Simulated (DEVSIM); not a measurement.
Device: illuminated Si n-on-p cell, one wavelength, with a back-surface field, at 300 K.

```tsv
layer (left to right)	material	thickness (μm)	Nd (cm⁻³)	Na (cm⁻³)	τn (s)	τp (s)	absorption coefficient (cm⁻¹)
1	Si	0.0580	5.4e17	-	2.4e-7	1.7e-6	25000
2	Si	64.0	-	2.6e15	2.4e-6	2.4e-6	25000
3	Si	0.170	-	7.1e18	2.4e-6	2.4e-6	25000
```

Left contact: ohmic, minority hole recombination velocity 5e6 cm/s. Right contact: ohmic, minority electron recombination velocity 40000 cm/s. Voltage is applied to the left contact. Recombination: SRH at mid-gap, radiative, Auger. Gap narrowing is on: ΔEg = 6.92 meV × (l + √(l² + 0.5)), l = ln(N/1.3e17 cm⁻³), shared equally by both band edges. Light enters at the left, 3.4e16 photons cm⁻² s⁻¹, one pass, no reflection. Mobility is constant in doping. Where it depends on doping, it is μmin + (μ − μmin)/(1 + (N/Nref)^α).

The device is made up for the run: typed textbook-type constants, with dimensions and the other settings drawn at random. Values at 300 K. The table also holds parameters that only a changed run uses.

```csv
parameter,Si
gap (eV),1.124
affinity (eV),4.05
permittivity,11.7
Nc (cm⁻³),2.86e19
Nv (cm⁻³),3.1e19
μn (cm²/Vs),1417
μp (cm²/Vs),470
"μn,min",52
"μp,min",45
"Nref,n",9.7e16
"Nref,p",2.2e17
αn,0.68
αp,0.72
B (cm³/s),4.7e-15
Cn (cm⁶/s),2.8e-31
Cp (cm⁶/s),9.9e-32
```

Simulated with DEVSIM: 1D drift-diffusion, Boltzmann statistics, complete ionisation; no tunnelling, impact ionisation, image-force lowering or self-heating.

Base results: dark forward voltage at 100 A/cm² (V) 0.864; dark forward voltage at 1 A/cm² (V) 0.615; open-circuit voltage (V) 0.452; largest power (mW/cm²) 1.84.

Task: What follows from this one change: minority lifetime in layer 2 2.4e-06 → 7.2e-07 s?

Result: dark forward voltage at 100 A/cm² little changed (0.868 V); dark forward voltage at 1 A/cm² 0.615 → 0.609 V; open-circuit voltage 0.452 → 0.447 V; largest power 1.84 → 1.81 mW/cm².

Task: What follows from this one change: thickness of layer 2 64 → 110 μm?

Result: dark forward voltage at 100 A/cm² 0.864 → 0.943 V; dark forward voltage at 1 A/cm² 0.615 → 0.629 V; open-circuit voltage little changed (0.451 V); largest power little changed (1.83 mW/cm²).

Task: What follows from this one change: recombination velocity at the right contact 40000 → 1000 cm/s?

Result: dark forward voltage at 100 A/cm² 0.864 → 0.857 V; dark forward voltage at 1 A/cm² little changed (0.615 V); open-circuit voltage little changed (0.452 V); largest power little changed (1.84 mW/cm²).

Task: What follows from this one change: doping-dependent mobility in place of the constant one?

Result: dark forward voltage at 100 A/cm² little changed (0.862 V); dark forward voltage at 1 A/cm² 0.615 → 0.627 V; open-circuit voltage 0.452 → 0.466 V; largest power 1.84 → 1.90 mW/cm².
